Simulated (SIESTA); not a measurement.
A self-consistent single point of NbRu (P1, 2 atoms in the cell) with SIESTA.

Computed with LDA PW92, numerical atomic orbitals TZP, PseudoDojo LDA standard norm-conserving potentials (rewritten from UPF to PSML) (SIESTA).

The change in words: lattice scaled by 0.98. Reference geometry:
```xyz
2
Lattice="3.1865 0.0000 0.0000 0.0000 3.1865 0.0000 0.0000 0.0000 3.1865" Properties=species:S:1:pos:R:3 pbc="T T T"
Nb    -0.0380     0.0404     0.0303
Ru     1.6312     1.5528     1.5629
```

Reference input (self-consistent single point, DFT, LDA PW92, numerical atomic orbitals TZP, PseudoDojo LDA standard norm-conserving potentials (rewritten from UPF to PSML)): XC.functional = LDA; XC.authors = PW92; potentials = PseudoDojo LDA standard; PAO.BasisSize = TZP; PAO.EnergyShift = 0.01 Ry; MeshCutoff = 400 Ry; kgrid.MonkhorstPack = 8 8 8; OccupationFunction = MP; OccupationMPOrder = 0; ElectronicTemperature = 1578.21 K; MaxSCFIterations = 150; SCF.Mixer.Method = Pulay. This run's input differs from it in these lines:

```diff
@@ -12,5 +12,5 @@
 %block LatticeVectors
-     6.021593399    0.000000000    0.000000000
-     0.000000000    6.021593399    0.000000000
-     0.000000000    0.000000000    6.021593399
+     5.901161153    0.000000000    0.000000000
+     0.000000000    5.901161153    0.000000000
+     0.000000000    0.000000000    5.901161153
 %endblock LatticeVectors
@@ -18,4 +18,4 @@
 %block AtomicCoordinatesAndAtomicSpecies
-    -0.037954282    0.040407880    0.030300333  1
-     1.631199282    1.552837120    1.562944667  2
+    -0.037195194    0.039599720    0.029694325  1
+     1.598575194    1.521780280    1.531685675  2
 %endblock AtomicCoordinatesAndAtomicSpecies
```

Output (repeated stretches shortened):

```
        iscf     Eharris(eV)        E_KS(eV)     FreeEng(eV)     dDmax    Ef(eV) dHmax(eV)
   scf:    1    -4421.260517    -4441.969502    -4441.987319  1.363036 -1.571840 12.536575
   scf:    2    -4441.827977    -4445.196816    -4445.220383  0.363630 -2.423804  7.480397
   scf:    3    -4446.686935    -4446.576075    -4446.604120  0.146733 -2.482876  3.210184
   scf:    4    -4447.449586    -4447.182465    -4447.212705  0.178212 -3.270337  0.411328
   scf:    5    -4447.134578    -4447.175061    -4447.204832  0.024542 -3.187626  0.643988
   [... 2 lines left out ...]
   scf:    8    -4447.190692    -4447.189598    -4447.219740  0.006565 -3.254161  0.018523
   scf:    9    -4447.189621    -4447.189611    -4447.219753  0.000353 -3.253538  0.015803
   scf:   10    -4447.189610    -4447.189616    -4447.219766  0.000273 -3.253807  0.000078
   scf:   11    -4447.189616    -4447.189616    -4447.219766  0.000017 -3.253800  0.000054
SCF Convergence by DM+H criterion
max |DM_out - DM_in|         :     0.0000172818
max |H_out - H_in|      (eV) :     0.0000543840
SCF cycle converged after 11 iterations

Using DM_out to compute the final energy and forces

siesta: E_KS(eV) =            -4447.1896

siesta: E_KS - E_eggbox =     -4447.1896

siesta: Atomic forces (eV/Ang):
     1    0.300787   -0.321731   -0.233424
     2   -0.300009    0.321295    0.232341
   Tot    0.000778   -0.000436   -0.001083
   Max    0.321731
   Res    0.287428    sqrt( Sum f_i^2 / 3N )
   Max    0.321731    constrained

Stress tensor Voigt[x,y,z,yz,xz,xy] (kbar):        3.24        4.02        0.85       -3.94        3.71        5.27
(Free)E + p*V (eV/cell)    -4447.2711
Target enthalpy (eV/cell)    -4447.2198

siesta: Program's energy decomposition (eV):
siesta: FreeEng =     -4447.219766

   [... lines left out ...]
siesta: Cell volume =         30.452000 Ang**3
siesta:          -2.70244551         -8.57663518  kBar
   [... lines left out ...]
   2 16.134   1.781   0.386  -0.210   0.674   1.929   1.929   1.929   0.289
              0.286   0.288   1.421   1.420   1.203   1.420   1.204  -0.062

             -0.062  -0.016  -0.062  -0.016   0.113   0.114   0.031   0.114

              0.031

mulliken: Qtot =       29.000

Mulliken Atomic Populations:
Atom #   charge [q] valence [e]  Species
     1     0.134343   12.865657  Nb
     2    -0.134343   16.134343  Ru
 Total    -0.000000
```

The run converged in 11 iterations. Against the reference run the free energy drops by 48.0 meV/atom, the pressure goes from -14.99 to -0.27 GPa and the largest force goes from 0.268 to 0.498 eV/Å.

The starting cell comes from a database of computed structures (which also holds hypothetical and non-ambient phases and stackings), without a prior relaxation at this level. Its atoms were displaced at random from the sites of space group no. 221. For this run, on top of that: lattice scaled by 0.98. Spin polarisation is off. Values carry the incompleteness of an atom-centred basis.

Cost on one core of a shared machine: roughly 70 s.
